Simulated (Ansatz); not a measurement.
The structure below was relaxed with r2SCAN in Ansatz (plane waves to 500 eV, PAW, scalar-relativistic without spin-orbit coupling), earlier PAW set, at pressure 30 GPa.

```
GaN
1.0
    3.05933     0.00000     0.00000
   -1.52967     2.64946     0.00000
    0.00000     0.00000     4.98453
Ga N
2 2
Direct
  0.66667   0.33333   0.00078
  0.33333   0.66667   0.50078
  0.66667   0.33333   0.62442
  0.33333   0.66667   0.12442
```

Task: Find the space group and the Wyckoff positions.

Result: Space group P6₃mc (No. 186); a = 3.059 Å, b = 3.059 Å, c = 4.985 Å, α = 90.00°, β = 90.00°, γ = 120.00°

```json
[
 {"atom": "Ga", "site": "2b", "symmetry": "3m.", "x": "0.6667", "y": "0.3333", "z": "0.0008"},
 {"atom": "N", "site": "2b", "symmetry": "3m.", "x": "0.3333", "y": "0.6667", "z": "0.1244"}
]
```

Task: Describe the coordination.

Result: The crystal has 4 atoms in its conventional cell. Conventional cell: a = 3.0593 Å, b = 3.0593 Å, c = 4.9845 Å, α = 90.00°, β = 90.00°, γ = 120.00°. Ga has 4 N at 1.871–1.876 Å (tetrahedral). N is coordinated by 4 Ga at 1.871–1.876 Å (tetrahedral). (Neighbours: up to the widest gap in distance over summed covalent radii, below 1.35, at either atom; cation-cation and far metal-metal contacts left out.)

Load acts through the strain it causes; cell and atoms are relaxed under it. Stability against distortions was not tested. Tetrahedral semiconductors of this kind turn to denser phases somewhere between about 1 and 50 GPa; those were not computed, so compressed cells here can lie past the real transition. The cell was made from GaN in the wurtzite structure (space group P6_3mc, No. 186) by this change: pressure 30 GPa.

Ansatz is a program for electronic structure.
